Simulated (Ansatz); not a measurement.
Start from PbS in the rock salt structure (space group Fm-3m, No. 225; a = 5.845 Å).

Calculations: LDA, PAW, 420 eV (Ansatz, a first-principles code; no spin-orbit coupling).

Base values:

| Quantity | Value |
|---|---|
| Band gap | 0.06 eV |

The change: every lattice vector is stretched by 3.00 %, atoms relaxed at fixed cell.

Problem. Estimate the effect on the band gap.

Solution. The band gap rises by 0.315 eV (0.06 eV → 0.38 eV).

Problem. How does this affect the energy relative to the base?

Solution. The energy rises by 37 meV/atom.

Spin-orbit coupling, missing from the scalar runs, can matter with Pb. The cells carry an imposed strain or load. Stability against distortions was not tested. A zero or small gap of PbS can be the functional's error rather than a property of the material.
